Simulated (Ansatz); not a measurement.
GeS (model structure, started from the h-BN type, P6₃/mmc, No. 194, 4 atoms in the cell) was calculated with PBEsol (plane waves, PAW; Ansatz, a program for electronic structure).

Run with plane-wave cutoff 500 eV, 12×12×4 k mesh (along the axes of the cell as run), Fermi–Dirac smearing 0.05 eV, scalar-relativistic PAW data made under PBE.

Cell (relaxed at this level):

```cif
data_Ge2S2
_chemical_formula_sum 'Ge2 S2'
_space_group_name_H-M_alt 'P 1'
_space_group_IT_number 1
_cell_length_a 4.51010
_cell_length_b 4.51010
_cell_length_c 5.38442
_cell_angle_alpha 90.000
_cell_angle_beta 90.000
_cell_angle_gamma 120.000
loop_
_space_group_symop_operation_xyz
  'x, y, z'
loop_
_atom_site_label
_atom_site_type_symbol
_atom_site_fract_x
_atom_site_fract_y
_atom_site_fract_z
_atom_site_occupancy
Ge1 Ge 0.33333 0.66667 0.25000 1
Ge2 Ge 0.66667 0.33333 0.75000 1
S1 S 0.33333 0.66667 0.75000 1
S2 S 0.66667 0.33333 0.25000 1
```

### Question
Predict the band gap.

### Answer

- band gap: 0.36 eV (on the SCF k mesh)

Note: the relaxation could raise the start's symmetry but not lower it, so the cell can be a saddle point.

Spin–orbit coupling is not included.

Computed values are for the static lattice.

A model structure was made by putting elements into a prototype or built by hand; it is no filed structure, need not be a known phase, and can be a saddle point held by its symmetry.
